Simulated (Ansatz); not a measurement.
Results of PBEsol (PAW; Ansatz, a program for electronic structure) for W (model structure, P6₃/mmc, No. 194, 2 atoms in the cell).

Numerical settings: plane-wave cutoff 520 eV, 24×24×12 k mesh (along the axes of the cell as run), Fermi–Dirac smearing 0.05 eV, no spin polarisation, scalar-relativistic PAW data made under PBE.

Cell (relaxed at this level):

```yaml
crystal:
  lattice:
    - [2.75171, 0.00000, 0.00000]
    - [-1.37585, 2.38305, 0.00000]
    - [0.00000, 0.00000, 4.89307]
  atoms:
    - { symbol: W, position: [0.33333, 0.66667, 0.75000] }
    - { symbol: W, position: [0.66667, 0.33333, 0.25000] }
```

Problem. Predict the bulk modulus.

Solution. 
- bulk modulus: 293 GPa

Note: the run has no spin polarisation, so it can have missed a magnetic state; the bulk modulus is −V dP/dV from two relaxed cells at ±2 % in volume; the relaxation could raise the start's symmetry but not lower it, so the cell can be a saddle point.

Spin–orbit coupling is not included.

Static lattice: no zero-point or thermal effects.

It cost about 2.4 core-minutes (a rough figure) of CPU time.

A model structure was made by putting elements into a prototype or built by hand; it is no filed structure, need not be a known phase, and can be a saddle point held by its symmetry.
